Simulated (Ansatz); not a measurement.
Results of LDA (Ansatz, a program for electronic structure, plane waves, PAW) for L1₂ (Cu3Au-type) Ni3Fe.

Numerical settings: plane-wave cutoff 520 eV, 16×16×16 k mesh, Fermi–Dirac smearing 0.05 eV, spin-polarised with parallel moments, scalar-relativistic PAW data made under PBE.

Energies at three volumes about the minimum:

```
V (Å³/atom)  E − E_lowest (meV/atom)
-----------  -----------------------
10.021                          3.78
10.226                          0.00
10.430                          2.66
```

Problem. Fit a parabola by hand: where is the minimum, and what is the bulk modulus?

Solution. Slopes: (0.00 − 3.78)/(10.226 − 10.021) = -18.439 and (2.66 − 0.00)/(10.430 − 10.226) = 13.039 meV/Å³. Curvature E″ = 2 × (13.039 − (-18.439))/(10.430 − 10.021) = 153.927 meV/Å⁶. From the middle of the first interval, the slope vanishes at V0 = 10.1235 − (-18.439)/153.927 = 10.243 Å³/atom. B = V0 E″ = 10.243 × 153.927 meV/Å³ × 0.1602 GPa per meV/Å³ = 253 GPa. The full Birch–Murnaghan fit to all volumes gives V0 = 10.239 Å³/atom and B0 = 250 GPa.

Measured, for comparison: equilibrium volume per atom 11.14 Å³/atom (temperature not stated, copied from a table, unchecked, not corrected to a static lattice; as tabulated in Mineralogical Magazine 44, 225 (1981)). Computed less measured: equilibrium volume per atom not scored (unchecked).
